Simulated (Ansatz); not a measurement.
Cell and atoms of amorphous Si14Y6Al6O46:

```
CELL_PARAMETERS angstrom
      9.99308    -0.05718     0.14872
     -0.05718     9.93568     0.30145
      0.14872     0.30145     9.93877
ATOMIC_POSITIONS crystal
  Si 0.09255 0.70408 0.06400
  Si 0.00353 0.49250 0.52362
  Si 0.23718 0.04568 0.86448
  Si 0.49406 0.32845 0.73630
  Si 0.84031 0.74916 0.44230
  Si 0.28151 0.52842 0.65005
  Si 0.77230 0.39759 0.72533
  Si 0.86510 0.55453 0.19903
  Si 0.85476 0.63033 0.90798
  Si 0.29516 0.81051 0.71707
  Si 0.42337 0.66425 0.08039
  Si 0.46856 0.37893 0.02868
  Si 0.40413 0.01778 0.28078
  Si 0.76873 0.11956 0.89801
  Y  0.99692 0.87913 0.75764
  Y  0.94827 0.03761 0.12004
  Y  0.25052 0.68255 0.33932
  Y  0.22002 0.05524 0.50510
  Y  0.65603 0.87146 0.67792
  Y  0.58428 0.53627 0.41573
  Al 0.21111 0.20535 0.11245
  Al 0.58057 0.16976 0.49546
  Al 0.50880 0.97446 0.99307
  Al 0.85674 0.02087 0.44406
  Al 0.71108 0.26822 0.21423
  Al 0.97083 0.26281 0.32824
  O  0.44188 0.86798 0.68150
  O  0.49633 0.20185 0.64631
  O  0.77824 0.24008 0.77672
  O  0.21529 0.87417 0.85229
  O  0.84738 0.39257 0.22249
  O  0.05014 0.22545 0.17743
  O  0.51735 0.01784 0.16307
  O  0.78479 0.62324 0.32239
  O  0.27627 0.11588 0.25334
  O  0.79478 0.61497 0.06156
  O  0.82139 0.14926 0.30392
  O  0.47123 0.54263 0.99055
  O  0.52772 0.30785 0.89399
  O  0.86484 0.42776 0.59010
  O  0.70460 0.05059 0.53988
  O  0.12244 0.49877 0.63185
  O  0.90396 0.02661 0.88668
  O  0.05048 0.40019 0.40426
  O  0.57123 0.34609 0.14613
  O  0.98079 0.65313 0.47321
  O  0.29286 0.64848 0.75320
  O  0.01657 0.11456 0.45019
  O  0.18503 0.09496 0.71596
  O  0.02582 0.59596 0.18356
  O  0.44904 0.62978 0.24385
  O  0.32326 0.87734 0.33481
  O  0.18448 0.84608 0.59913
  O  0.85973 0.88053 0.32998
  O  0.61850 0.43600 0.67432
  O  0.82849 0.48809 0.84188
  O  0.25215 0.67118 0.09413
  O  0.14599 0.10077 0.98784
  O  0.45144 0.07594 0.42337
  O  0.76828 0.17020 0.05144
  O  0.62889 0.31761 0.39586
  O  0.02128 0.66729 0.91844
  O  0.31435 0.33840 0.06131
  O  0.88431 0.87193 0.57202
  O  0.64717 0.01060 0.87697
  O  0.69193 0.71211 0.52244
  O  0.80474 0.75703 0.81574
  O  0.34842 0.39747 0.72151
  O  0.05594 0.85125 0.10273
  O  0.38698 0.06655 0.90919
  O  0.48255 0.80035 0.00819
  O  0.35821 0.56850 0.50303
```

Methods: PBE, scalar-relativistic without spin-orbit coupling (Ansatz, a first-principles code); r2SCAN, scalar-relativistic without spin-orbit coupling (Ansatz); HSE06, scalar-relativistic without spin-orbit coupling (Ansatz). Neutral PBE cell, which sets geometry, pressure and energy: sampling: a 2×2×2 Γ-centred mesh; Fermi-Dirac width 0.02 eV; no spin polarisation. Exact exchange is cut at the faces of this 10 Å cell, which leaves hybrid gaps a finite-size error.

A CHGNet melt-quench gave the starting glass, which DFT then relaxed. O atoms were pushed apart under 1.9 Å during the dynamics, to hinder bonds among them. The hot cell started wider than the set density and was brought back towards it in steps. It is the lowest in DFT energy of 2 quenches. It is a model cell: composition and starting density were chosen by hand, and all elements were melted together. No dispersion term was used. Its density started from a set value of 3.04 and ended at 3.07 g/cm³. The quench (nominally 240 K/ps over its main leg) was far faster than any real one, so the model tends to hold more defects than a real film. Values belong to this one cell and scatter from quench to quench. Volume and shape were free in the relaxation.

Problem. Give the pressure and the spacing of the highest filled and lowest empty levels.

Solution. 
The pressure on a 2×2×2 Γ-centred mesh is 0.0 kbar, the largest force and stress component on that mesh (the relaxation ran on the zone centre alone) is 0.04 eV/Å and 0.0 GPa and the level gap on a 2×2×2 Γ-centred mesh (PBE) comes out as 4.30 eV. The level gap at the zone centre (PBE) is 4.31 eV, the level gap at the zone centre (r2SCAN) is 4.84 eV and the level gap at the zone centre (HSE06) is 5.95 eV. The distance between the nearest levels spread over more than a fifth of the atoms or a third of the atoms of their main element (six at least) (PBE, zone centre) comes out as 4.69 eV.

Problem. At PBE and the zone centre, how localised are the states just below and above the Fermi level (participation number: the atoms over which a state spreads)?

Solution. The highest filled state is spread over 5.3 atoms' worth, largest on O61, with weights by element (charge in smoothed Voronoi cells) O 0.95, Si 0.02, Al 0.02. The lowest empty state is spread over 54.5 atoms' worth, largest on Y18, with weights by element (charge in smoothed Voronoi cells) O 0.66, Y 0.18, Si 0.11.

At PBE the levels at the filled edge of the gap are localised (band-tail or defect states), and the nearest spread-out levels lie 4.7 eV apart at the zone centre.

Neighbours within Si-Si 2.60 Å, Si-Y 3.09 Å, Si-Al 2.55 Å, Si-O 2.04 Å, Y-Y 3.74 Å, Y-Al 3.20 Å, Y-O 3.06 Å, Al-Al 2.66 Å, Al-O 2.24 Å, O-O 1.58 Å count as bonded. Two cations that share two anions don't count as bonded, nor two that share one unless they lie closer than Si-Si 2.38 Å, Si-Y 3.01 Å, Si-Al 2.48 Å, Y-Y 3.64 Å, Y-Al 3.11 Å, Al-Al 2.59 Å.
